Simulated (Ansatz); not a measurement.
Cubic perovskite CsPbBr₃ (cubic high-temperature phase), treated with PBE (plane waves, PAW; Ansatz, a program for electronic structure).

Numerical settings: plane-wave cutoff 520 eV, 6×6×6 k mesh, Fermi–Dirac smearing 0.01 eV, scalar-relativistic PAW data made under PBE.

Response to compression and expansion:

```tsv
V (Å³/atom)	P (GPa)	direct gap at Γ (eV)	smallest gap on the k mesh (eV)
40.664	1.33	5.049	1.550
41.529	0.83	5.011	1.634
42.394	0.39	4.974	1.711
43.259	0.00	4.939	1.781
44.124	-0.35	4.904	1.846
44.990	-0.66	4.871	1.904
45.855	-0.94	4.838	1.958
```

The fundamental gap (1.78 eV at the equilibrium volume, with added k points) lies elsewhere than Γ–Γ.

Note: the relaxation could not lower the start's symmetry, so the cell can be a saddle point above a distorted one.

Spin–orbit coupling is not included; with these elements it can move the gap by several tenths of an eV or more.
